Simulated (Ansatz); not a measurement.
Pt: point defects

Consider a 12-atom supercell of Pt in the fcc (Cu type) structure (space group Fm-3m, No. 225) at its relaxed geometry.

```xyz
12
Lattice="0.0000 3.9400 3.9400 3.9400 -3.9400 3.9400 3.9400 3.9400 0.0000" Properties=species:S:1:pos:R:3 pbc="T T T"
Pt     0.0000     0.0000     0.0000
Pt     1.9700     1.9700     0.0000
Pt     1.9700     0.0000     1.9700
Pt     3.9400     1.9700     1.9700
Pt     3.9400     0.0000     3.9400
Pt     5.9100     1.9700     3.9400
Pt     0.0000     1.9700     1.9700
Pt     1.9700     3.9400     1.9700
Pt     1.9700     1.9700     3.9400
Pt     3.9400     3.9400     3.9400
Pt     3.9400     1.9700     5.9100
Pt     5.9100     3.9400     5.9100
```

One neutral defect a cell, atoms relaxed at fixed cell.

Method: r2SCAN, PAW, 500 eV (Ansatz, a program for electronic structure; without spin-orbit coupling), earlier PAW set.

```tsv
change	largest displacement of a host atom from its site in the perfect cell	pressure
perfect supercell	–	-0.1 GPa
H interstitial (started 1.71 Å from the nearest host atom), symmetric start	0.12 Å	6.1 GPa
Pt interstitial (started 1.97 Å from the nearest host atom), symmetric start	0.34 Å	59.6 GPa
Sn on a Pt site	0.02 Å	5.7 GPa
Pt vacancy	0.07 Å	-8.3 GPa
Pt interstitial (started 1.71 Å from the nearest host atom), symmetric start	1.08 Å	58.2 GPa
```

The cell is small, so the values are those of an ordered compound at a high defect concentration; dilute-limit values will differ. Defects with a symmetric start kept the site's symmetry and may sit on a saddle; the others started slightly shaken. The final runs are not spin-polarised. Pt lies near a magnetic instability that expansion can trigger; it was not tested.
